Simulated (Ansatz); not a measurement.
The structure below was relaxed with PBE (Ansatz, a first-principles code, PAW, without spin-orbit coupling).

```yaml
crystal:
  lattice:
    - [1.60174, 0.92477, 10.39185]
    - [-1.60174, 0.92477, 10.39185]
    - [0.00000, -1.84953, 10.39185]
  atoms:
    - { symbol: N, position: [0.12769, 0.12769, 0.12769] }
    - { symbol: N, position: [0.38138, 0.38138, 0.38138] }
    - { symbol: N, position: [0.61862, 0.61862, 0.61862] }
    - { symbol: N, position: [0.87231, 0.87231, 0.87231] }
    - { symbol: Nb, position: [0.75424, 0.75424, 0.75424] }
    - { symbol: Y, position: [0.00000, 0.00000, 0.00000] }
    - { symbol: Nb, position: [0.24576, 0.24576, 0.24576] }
    - { symbol: Nb, position: [0.50000, 0.50000, 0.50000] }
```

Question: Find the space group and the Wyckoff positions.

Answer: Space group R-3m, hexagonal axes (No. 166); a = b = 3.2035 Å, c = 31.1755 Å, α = β = 90.00°, γ = 120.00°

| atom | site | symmetry | x | y | z |
|---|---|---|---|---|---|
| N | 6c | 3m | 0.0000 | 0.0000 | 0.1277 |
| N | 6c | 3m | 0.0000 | 0.0000 | 0.3814 |
| Nb | 6c | 3m | 0.0000 | 0.0000 | 0.2458 |
| Y | 3a | -3m | 0.0000 | 0.0000 | 0.0000 |
| Nb | 3b | -3m | 0.0000 | 0.0000 | 0.5000 |

Question: Describe the coordination.

Answer: The crystal has 24 atoms in its conventional cell. Cell: a = b = 3.203 Å, c = 31.176 Å, α = β = 90.00°, γ = 120.00°. N1 is coordinated by 6 Nb at 2.213–2.233 Å (octahedral). N2 is coordinated by 3 Nb at 2.222 Å and 3 Y at 2.380 Å (octahedral). Nb1 has 6 N at 2.222–2.233 Å (octahedral). Y is coordinated by 6 N at 2.380 Å (octahedral). Nb2 has 6 N at 2.213 Å (octahedral). (Neighbours: up to the widest gap in distance over summed covalent radii, below 1.35, at either atom; cation-cation and far metal-metal contacts left out.)

Each cell is one ordered arrangement of few atoms, which overstates ordering effects compared with a random alloy. No phonon test of stability was made. All final runs are without spin polarisation. The cell was made from NbN by this change: x(Y) = 0.25, 8 atoms, R-3m.
